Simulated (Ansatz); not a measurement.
Worked example: self-consistent single point of SnTe2 (Ibam, 6 atoms in the cell) in Ansatz (a quantum-chemistry and plane-wave program).

Method: PBE (plane waves, PAW; Ansatz).

```xyz
6
Lattice="-3.6020 6.1485 3.5590 3.6020 -6.1485 3.5590 3.6020 6.1485 -3.5590" Properties=species:S:1:pos:R:3 pbc="T T T"
Te     2.0978     4.6950     3.5590
Te     1.5042    -1.4535     3.5590
Te     2.0978     7.6020     0.0000
Te     1.5042     1.4535     0.0000
Sn     0.0000     0.0000     5.3385
Sn     0.0000     0.0000     1.7795
```

Reference input (self-consistent single point, DFT, PBE, plane waves, default PAW files): basis.ecutwfc = 420 eV; kpoints.mp_grid.grid = 4 4 4; hamiltonian.xc = pbe; hamiltonian.pseudopotentials = {kind: paw} (the program's default PAW files); scf.occupations.method = cold; scf.occupations.width = 0.1 eV. This run's input differs from it in these lines:

Ansatz 0.2 input:
```diff
@@ -15,3 +15,3 @@
 kpoints:
-  mp_grid: { grid: [4, 4, 4] }
+  mp_grid: { grid: [2, 2, 2] }
 hamiltonian:
```

Output (repeated stretches shortened):

```
SCF iter   1: F=—  HF=-39968.539713 eV  |F-HF|=—  |Δ(HF+E_count)|=         —  Δρ=1.28e-3  dr2=8.06e-3  ethr=1.77e-3  ⟨swp⟩=7.8  Hψ=1155  notcnv=0
all-band conjugate gradients solve this SCF's bands
preconditioner: auto → Resta (q_TF=auto, 2.222 Å⁻¹)
SCF iter   2: F=—  HF=-39968.538345 eV  |F-HF|=—  |Δ(HF+E_count)|=   1.37e-3  S|Δr|=    0.00e0  Δρ=7.30e-4  dr2=2.58e-3  ethr=8.76e-6  ⟨swp⟩=2.2  Hψ=556  notcnv=0
   [... lines left out ...]
SCF iter   5: F=—  HF=-39968.538491 eV  |F-HF|=—  |Δ(HF+E_count)|=   2.62e-5  S|Δr|=    0.00e0  Δρ=3.98e-5  dr2=5.89e-6  ethr=5.56e-8  ⟨swp⟩=3.0  Hψ=501  notcnv=0
SCF iter   6: F=—  HF=-39968.538493 eV  |F-HF|=—  |Δ(HF+E_count)|=   1.60e-6  S|Δr|=    0.00e0  Δρ=7.46e-6  dr2=5.65e-7  ethr=6.40e-9  ⟨swp⟩=2.0  Hψ=401  notcnv=0
SCF iter   7: F=-39968.538493 eV  HF=-39968.538493 eV  |F-HF|=3.69e-8  |Δ(HF+E_count)|=   2.18e-7  S|Δr|=    0.00e0  Δρ=2.86e-6  dr2=3.92e-8  ethr=1.09e-10  ⟨swp⟩=11.4  Hψ=1238  notcnv=0
SCF 1 converged in 7 iterations: F = -39968.538493 eV  dr2 = 3.92e-8
Stability not checked (fill_not_monotonic)
Free energy (F): -39968.538493 eV
Internal energy: -39968.538493 eV  (E = F + TS)
E sigma→0 (E₀):  -39968.538493 eV
Fermi energy:    3.488592 eV
--- Forces (eV/Å), atoms counted from 1 ---
  atom   1  Te    -0.42301009    -0.42795411     0.00000000
  atom   2  Te     0.42301009    -0.42795411     0.00000000
  atom   3  Te    -0.42301009     0.42795411     0.00000000
  atom   4  Te     0.42301009     0.42795411     0.00000000
  atom   5  Sn     0.00000000     0.00000000     0.00000000
  atom   6  Sn     0.00000000     0.00000000     0.00000000
--- Stress (GPa, compression-positive) ---
        1.271525       0.000000       0.000000
        0.000000       1.124131       0.000000
        0.000000       0.000000       1.762459
  P = ⅓ Tr σ = 1.3860 GPa (13.860 kbar)
  The stress holds the Pulay correction. Without it, at fixed plane waves, as pw.x and ABINIT print it: P = 1.3667 GPa
```

The run converged in 7 iterations. Against the reference run the free energy goes up by 4.4 meV/atom, the pressure moves little (1.35 to 1.39 GPa), the largest force goes from 0.582 to 0.602 eV/Å and the gap on the mesh goes from 1.009 to 1.024 eV.

The starting cell was generated: these elements placed on a structure prototype, without a prior relaxation; it need not be a known phase or ordering of this composition. Spin-orbit coupling is off. Ansatz's pressure includes its estimate of the finite-basis (Pulay) stress.
